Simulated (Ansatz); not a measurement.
The parent structure is MgO in the rock salt structure (space group Fm-3m, No. 225; a = 4.2044 Å). Axes: x, y, z lie along the cube axes.

Calculations: Ansatz (a first-principles code), r2SCAN, PAW, cutoff 500 eV, without spin-orbit coupling.

Before the change:

| Item | Result |
|---|---|
| Shortest interatomic distance | 2.102 Å |
| Pressure | 0.00 GPa |

One thing is altered: biaxial strain −0.83 %, plane normal [111], relaxed out of plane (Cartesian); in-plane vectors clamped, the third vector and the atoms free.

Problem. What happens to the out-of-plane strain?

Solution. The out-of-plane strain amounts to +0.28 %.

Problem. What happens to the energy relative to the base?

Solution. The energy goes up by 1.7 meV/atom.

Problem. What does the calculation give for the shortest interatomic distance after the change?

Solution. The shortest interatomic distance drops by 0.0097 Å (2.102 Å → 2.093 Å).

Problem. Estimate the effect on the pressure.

Solution. The pressure (mean of the normal stresses, compression positive) goes from zero to 2.39 GPa.

Stability against distortions was not tested.
